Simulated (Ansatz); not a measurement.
# A computed series for hypothetical Pm-3m TaN: pressure series

The reference is TaN (space group Pm-3m, No. 221; a = 4.213 Å; a hypothetical phase, not in the database extracts checked).

Cell and atoms are relaxed at each pressure.

Calculations: PBEsol, PAW, 420 eV (Ansatz, a program for electronic structure; spin-orbit coupling left out).

| pressure (GPa) | volume per atom (Å³/atom) |
|---|---|
| -2 | 12.550 |
| -1 | 12.507 |
| 0 | 12.465 |
| 0.7 | 12.436 |
| 1.5 | ? |
| 3 | 12.341 |
| 5 | 12.262 |
| 7.5 | 12.167 |
| 10 | 12.076 |

Fit the third-order Birch–Murnaghan form P(V) = (3B₀/2)[(V₀/V)^(7/3) − (V₀/V)^(5/3)]·[1 + (3/4)(B₀′ − 4)((V₀/V)^(2/3) − 1)] (squares taken in P) to the rows shown and predict the withheld row.

Least squares on the printed values gives V₀ = 12.465 Å³/atom, B₀ = 295 GPa, B₀′ = 4.2; this predicts 12.402 Å³/atom, and the run gives 12.403 Å³/atom, in agreement.

Load acts through the strain it causes; cell and atoms are relaxed under it. Whether these cells are dynamically stable was not tested. Competing high-pressure phases were not computed. The final runs are not spin-polarised.
